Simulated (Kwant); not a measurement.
Device: circular cavity between two wires in a CdTe two-dimensional gas. Effective mass 0.096 mₑ, grid spacing 6.7 nm, hard walls, nominal width 80 nm (11 grid rows, so walls 80.4 nm apart), one parabolic valley, scattering region 520 nm long along x; energies count from the band bottom; Fermi energy swept from 0.00048962 to 0.0073443 eV. Cavity of radius 110 nm, straight part 0 nm, centre moved sideways by 44 nm.

Constants are typed, rounded textbook-type inputs, not results; the design itself was drawn at random and stands for no fabricated device.

Model: effective-mass tight-binding model on a square grid, one spin, coherent transport at 0 K (Kwant). Conductance is in e²/h.

Problem. How many channels do the leads carry at E = 3.20, 3.66 meV?

Solution. The hard-wall thresholds are n² ħ²π²/(2mW²) = n² × 0.606 meV with W = 80.4 nm. √(3.20/0.606) = 2.30, so 2. √(3.66/0.606) = 2.46, so 2.
